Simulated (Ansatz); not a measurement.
Cl on the 1x1 (0001) surface of hcp Ru, one in a 2x1 cell, energies for each (12.8 Å²). Energies are against ½ Cl2(g), without zero-point or thermal terms; each row is named by its start.

Level of theory: PBE (plane waves to 420 eV, PAW; Ansatz, a quantum-chemistry and plane-wave program).

Task: Which site binds most strongly?
A. hollow Ru-Ru-Ru over Ru at depth 2.1 Å
B. hollow Ru-Ru-Ru

Result: B, hollow Ru-Ru-Ru. Adsorption energies: hollow Ru-Ru-Ru -1.58 eV; hollow Ru-Ru-Ru over Ru at depth 2.1 Å -1.52 eV.
